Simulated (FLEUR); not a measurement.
Band structure of Cr3Fe (Fm-3m, 4 atoms in the cell).

```yaml
crystal:
  lattice:
    - [0.00000, 2.85276, 2.85276]
    - [2.85276, 0.00000, 2.85276]
    - [2.85276, 2.85276, 0.00000]
  atoms:
    - { symbol: Cr, position: [0.75000, 0.75000, 0.75000], spin: 3.0 }
    - { symbol: Cr, position: [0.25000, 0.25000, 0.25000], spin: 3.0 }
    - { symbol: Cr, position: [0.50000, 0.50000, 0.50000] }
    - { symbol: Fe, position: [0.00000, 0.00000, 0.00000], spin: 4.0 }
```
(The spins are starting values, not results.)

Method of the run: LDA (Vosko-Wilk-Nusair), all-electron FLAPW (FLEUR), scalar-relativistic valence.

Settings: Kmax = 3.6 1/bohr; GmaxXC = 10.8 1/bohr; xcFunctional = vwn; jspins = 2; l_soc = F; mode = hist; fermiSmearingEnergy = 0.00499791 Htr; mesh (inpgen div1-3) = 8 8 8; inpgen gamma flag = true; Gmax = 10.8 1/bohr; numbands = 0; maxIterBroyd = 99; imix = Anderson; alpha = 0.05.

The starting cell comes from a database of computed structures (which also holds hypothetical and non-ambient phases and stackings), without a prior relaxation at this level. Values depend on the basis (sphere radii, cutoffs, local orbitals), which need not be converged.

Levels in eV from the Fermi level, bands 27 to 34 of the first spin channel:
```
point     27     28     29     30     31    32    33    34
-----  -----  -----  -----  -----  -----  ----  ----  ----
Γ      -1.19  -1.19  -0.30  -0.30   1.30  1.30  1.30  1.30
X      -0.55  -0.55  -0.43  -0.03   0.57  0.61  0.94  0.94
W      -1.53  -1.49  -0.47  -0.01  -0.01  0.39  1.20  1.62
K      -1.37  -0.77  -0.42  -0.21  -0.10  0.42  0.94  0.98
L      -2.04  -2.03   0.00   0.00   0.63  0.63  1.08  1.08
U      -1.37  -0.77  -0.42  -0.21  -0.10  0.42  0.94  0.98
```
